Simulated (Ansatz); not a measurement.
SnI4 (P-43m, No. 215, 5 atoms in the cell; start mp-571436; a measured phase of this formula has another space group) was calculated with PBEsol+SOC (Ansatz, a program for electronic structure, PAW).

Settings: plane-wave cutoff 520 eV, 6×6×6 k mesh, Fermi–Dirac smearing 0.01 eV, PAW data made under PBE.

Cell (relaxed with PBE-D3(BJ)):

```cif
data_I4Sn
_chemical_formula_sum 'Sn1 I4'
_space_group_name_H-M_alt 'P 1'
_space_group_IT_number 1
_cell_length_a 6.06699
_cell_length_b 6.06699
_cell_length_c 6.06699
_cell_angle_alpha 90.000
_cell_angle_beta 90.000
_cell_angle_gamma 90.000
loop_
_space_group_symop_operation_xyz
  'x, y, z'
loop_
_atom_site_label
_atom_site_type_symbol
_atom_site_fract_x
_atom_site_fract_y
_atom_site_fract_z
_atom_site_occupancy
Sn1 Sn 0.00000 0.00000 0.00000 1
I1 I 0.25736 0.74264 0.74264 1
I2 I 0.74264 0.74264 0.25736 1
I3 I 0.74264 0.25736 0.74264 1
I4 I 0.25736 0.25736 0.25736 1
```

Q: Estimate the band gap that the calculation returns.

A: 
- band gap = 0.32 eV (direct)

Note: cell and atoms aren't relaxed at this level.

Computed values are for the static lattice.

A start named mp-… is a Materials Project structure, which need not be a measured phase.
